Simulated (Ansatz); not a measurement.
This concerns the formation energy of InSb (zinc blende, F-43m) from the elements. Reaction: Sb (R-3m) + In (I4/mmm) → InSb (zinc blende). Negative: the products are lower in energy. The value is per atom of the solid.

InSb (zinc blende, F-43m), 2 atoms in the cell. Conventional cell: a = 6.547 Å, b = 6.547 Å, c = 6.547 Å, α = 90.00°, β = 90.00°, γ = 90.00°.

Ansatz (a program for electronic structure) with PAW potentials; structures come from PBE+D3(BJ) relaxations, nuclei static, no net charge. Ansatz runs with its default PAW set. Other levels take these structures. HSE06 runs on coarser k-point meshes, mended by the PBE difference between the two meshes. Some cells are metallic or hold partly filled levels, where a hybrid on a coarse mesh is less sure. The lattices are those relaxed with PBE+D3(BJ), so at other levels the solids can be strained, which adds to the spread. A dispersion term (D3(BJ), or D4 for r2SCAN) was computed beside these levels and is taken off wherever the name lacks it. The runs are scalar-relativistic, without spin-orbit coupling.

Measured enthalpy at 298 K, from tabulated formation enthalpies: -0.16 eV/atom (as tabulated in Zhang and co-workers, 2018, doi:10.1038/s41524-018-0065-z). It holds thermal and zero-point parts that the computed values lack, which would shift all levels alike, taken here as about 0.04 eV/atom at most.

### Question
How far does each level (PBE, LDA, PBEsol, RPBE, r2SCAN, HSE06) fall from the measured value, and which comes closest?

### Answer
```tsv
Level	computed (eV/atom)	computed less measured
RPBE	-0.17	-0.01
PBE	-0.13	0.03
LDA	-0.09	0.07
HSE06	-0.23	-0.07
PBEsol	-0.08	0.08
r2SCAN	-0.25	-0.09
```

RPBE comes closest as the numbers stand, but a common shift within 0.04 eV/atom could hand that to PBE or HSE06; r2SCAN misses by 0.09 eV/atom.
